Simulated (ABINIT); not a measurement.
**Pressure against volume in WC-type WC (space group 187) (ABINIT, PBE)**

```
WC
1.0
    2.85826     0.00000     0.00000
   -1.42913     2.47532     0.00000
    0.00000     0.00000     2.78950
W C
1 1
Direct
  0.00000   0.00000   0.00000
  0.33333   0.66667   0.50000
```

Method of the run: PBE, norm-conserving pseudopotentials (PseudoDojo nc-sr-05 PBE standard) (plane waves; ABINIT 10.0.3). Settings: pseudos = [W.upf, C.upf]; ecut = 53 Ha; ixc = 11; occopt = 3; tsmear = 0.00183747 Ha; ngkpt = 20 20 17; nshiftk = 1; shiftk = 0 0 0; potentials = PseudoDojo nc-sr-05 PBE standard; nband = 14; kptopt = 1; nstep = 50; tolvrs = 1e-10. The cell above is the first row's. The rows scale it uniformly. In all rows fractional positions and the k mesh are held.

| V (Å^3/atom) | P (GPa) |
|---|---|
| 9.8680 | 28.63 |
| 10.0825 | 18.27 |
| 10.2971 | 8.96 |
| 10.5116 | 0.59 |
| 10.7261 | -6.93 |
| 10.9406 | -13.68 |
| 11.1552 | -19.74 |
| 11.3697 | -25.18 |
| 11.5842 | ? |

Q: Fit P against V with a cubic, and predict the withheld value at V = 11.5842.

A: With u = V - 10.6, the rows have u = -0.7320, -0.5175, -0.3029, -0.0884, 0.1261, 0.3406, 0.5552, 0.7697. Least squares gives P = -2.613 - 35.3648·u + 8.9449·u² - 1.4236·u³. Residuals (row less fit): 0.005, -0.011, 0.001, 0.006, 0.003, -0.003, -0.006, 0.003; standard error 0.008 (degrees of freedom: 4). The fitted pressure is zero at V0 = 10.53, where dP/dV = -36.69, so B0 = -V0·dP/dV = 386 GPa. At the withheld row, u = 0.9842, so P = -2.613 - 35.3648 × 0.9842 + 8.9449 × 0.9842² - 1.4236 × 0.9842³ = -30.112 GPa. The calculation gives -30.06 GPa, 0.052 GPa above the prediction (0.1 % of the range of P in the table). The row lies outside the fitted rows, so this is an extrapolation. From the scatter of the fitted rows alone, a prediction at this place has a standard error of 0.021 GPa, so the miss is 2.5 times that.

Carrying the step between the two nearest rows on in a straight line would have given -30.62, off by 0.56; series whose last step already gives the withheld value aren't shown. The scan was laid around a cell of about the measured size, scaled by a guess for this functional; axis ratios and inner coordinates come from that cell. The runs keep the symmetry of the cell, so they don't test it for distortions. Spin polarisation is off. Spin-orbit coupling is off. The shape of the cell and the inner coordinates aren't relaxed, so V0 and B0 belong to this uniform scaling; a relaxed crystal lies no higher in energy and is usually softer. Cutoffs and mesh are single choices, not tested for convergence of this quantity. Series with a scatter that would blur these digits, or in which a gap closes, are not shown.
